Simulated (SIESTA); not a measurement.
A self-consistent single point of CaC₂ (P-1, 6 atoms in the cell) with SIESTA.

Computed with GGA PBEsol, numerical atomic orbitals DZP, PseudoDojo PBEsol standard norm-conserving potentials (rewritten from UPF to PSML) in SIESTA.

```
CaC2
1.0
    3.87625     0.00000     0.00000
    1.84964     3.53935     0.00000
    0.41179     1.00694     7.21993
Ca C
2 4
Direct
  0.22555   0.98060   0.75247
  0.77445   0.01940   0.24753
  0.13145   0.40051   0.06016
  0.86855   0.59949   0.93984
  0.44816   0.63441   0.43396
  0.55184   0.36559   0.56604
```

Reference input (self-consistent single point, DFT, LDA PW92, numerical atomic orbitals DZP, PseudoDojo LDA standard norm-conserving potentials (rewritten from UPF to PSML)): XC.functional = LDA; XC.authors = PW92; potentials = PseudoDojo LDA standard; PAO.BasisSize = DZP; PAO.EnergyShift = 0.01 Ry; MeshCutoff = 300 Ry; kgrid.MonkhorstPack = 7 6 3; OccupationFunction = FD; ElectronicTemperature = 10 K; MaxSCFIterations = 150; SCF.Mixer.Method = Pulay; SCF.Mixer.Weight = 0.1. This run's input differs from it in these lines:

```diff
@@ -1,2 +1,2 @@
-# files in the folder: Ca.psml C.psml (PseudoDojo LDA standard)
+# files in the folder: Ca.psml C.psml (PseudoDojo PBEsol standard)
 SystemName  CaC2
@@ -26,4 +26,4 @@
 
-XC.functional                LDA
-XC.authors                   PW92
+XC.functional                GGA
+XC.authors                   PBEsol
 PAO.BasisSize                DZP
```

Log, with long lists cut:

```
        iscf     Eharris(eV)        E_KS(eV)     FreeEng(eV)     dDmax    Ef(eV) dHmax(eV)
   scf:    1    -2742.625749    -2748.551725    -2748.551725  1.598361 -6.619620  5.452184
   scf:    2    -2750.564395    -2749.585456    -2749.585456  0.032074 -6.983207  4.369515
   scf:    3    -2752.381130    -2751.518367    -2751.518367  0.184693 -5.562829  0.448300
   scf:    4    -2751.514667    -2751.521318    -2751.521318  0.021937 -5.546288  0.551194
   scf:    5    -2751.542404    -2751.532941    -2751.532941  0.025451 -5.897741  0.158216
   scf:    6    -2751.535845    -2751.534716    -2751.534716  0.004320 -5.919681  0.025848
   scf:    7    -2751.531607    -2751.533406    -2751.533406  0.005600 -5.887556  0.125843
   scf:    8    -2751.535380    -2751.534794    -2751.534794  0.006217 -5.916146  0.004963
   scf:    9    -2751.534798    -2751.534797    -2751.534797  0.000376 -5.913965  0.000933
   scf:   10    -2751.534797    -2751.534797    -2751.534797  0.000052 -5.913813  0.000587
SCF Convergence by DM+H criterion
max |DM_out - DM_in|         :     0.0000524226
max |H_out - H_in|      (eV) :     0.0005867974
SCF cycle converged after 10 iterations

Using DM_out to compute the final energy and forces

siesta: E_KS(eV) =            -2751.5348

siesta: E_KS - E_eggbox =     -2751.5348

siesta: Atomic forces (eV/Ang):
     1   -0.134405    0.029800    0.043735
     2    0.134405   -0.029800   -0.043735
     3    1.137581   -0.926542    1.312008
     4   -1.137582    0.926542   -1.312008
     5   -0.030653    1.340755   -1.523648
     6    0.030653   -1.340755    1.523648
   Tot   -0.000000    0.000000   -0.000000
   Max    1.523648
   Res    0.943685    sqrt( Sum f_i^2 / 3N )
   Max    1.523648    constrained

   [... lines left out ...]
siesta: FreeEng =     -2751.534797
   [... lines left out ...]
siesta:    -0.024593    0.008803   -0.011003
siesta:     0.008803   -0.023991    0.025508
siesta:    -0.011003    0.025508   -0.032756

siesta: Cell volume =         99.053030 Ang**3

siesta: Pressure (static):
siesta:                Solid            Molecule  Units
siesta:           0.00029530          0.00059205  Ry/Bohr**3
siesta:           0.02711309          0.05435964  eV/Ang**3
siesta:          43.43996199         87.09374992  kBar
```

The run converged in 10 iterations. Against the reference run the pressure goes from 1.36 to 4.34 GPa, the largest force goes from 1.519 to 2.030 eV/Å and the gap on the mesh moves little (3.465 to 3.461 eV).

The starting cell comes from a database of computed structures (which also holds hypothetical and non-ambient phases and stackings), without a prior relaxation at this level. Its lattice was rescaled by a random factor within 2.5 % of one. Values carry the incompleteness of an atom-centred basis. The basis of the alkali or alkaline-earth atoms may lack their empty d shell, which can raise the gap. With a pressure of about 4 GPa the cell is away from its equilibrium volume at this level. Forces in this geometry exceed 1 eV/Å.
